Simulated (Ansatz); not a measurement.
The reference is TeO2 in the fluorite structure (space group Fm-3m, No. 225; a = 5.385 Å; a hypothetical phase, not in the database extracts checked).

(Cell as relaxed with PBE.)

Levels (all Ansatz, an electronic-structure program, PAW, earlier PAW set): PBE (420 eV, spin-orbit coupling left out); PBEsol (420 eV, spin-orbit coupling left out).

Each level relaxes its own structure.

```csv
base,PBE,PBEsol
volume per atom,13.01 Å³,12.57 Å³
lattice parameter a,5.385 Å,5.323 Å
band gap,0.82 eV,0.73 eV
```

One thing is altered: a hydrostatic pressure of 18 GPa.

| quantity | PBE | PBEsol |
|---|---|---|
| lattice parameter a | 5.224 Å | … |
| shift of the gap caused by the change | -0.05 eV | … |
| smallest direct gap | 2.84 eV | … |
| band gap | 0.77 eV | … |

Question: Predict the PBEsol column.

Answer: 
- lattice parameter a, PBEsol: 5.176 Å
- shift of the gap caused by the change, PBEsol: -0.09 eV
- smallest direct gap, PBEsol: 2.80 eV
- band gap, PBEsol: 0.64 eV

PBE's lattice parameter a lies 0.048 Å above PBEsol's (0.9 %); PBE's shift of the gap caused by the change lies 0.04 eV above PBEsol's; PBE's smallest direct gap lies 0.04 eV above PBEsol's; PBE's band gap lies 0.137 eV above PBEsol's. Neither level is exact; PBEsol is the comparison here, not a measurement.

Spin-orbit coupling, missing from the scalar runs, can matter with Te. Load acts through the strain it causes; cell and atoms are relaxed under it. No phonon test of stability was made. Competing high-pressure phases were not computed.
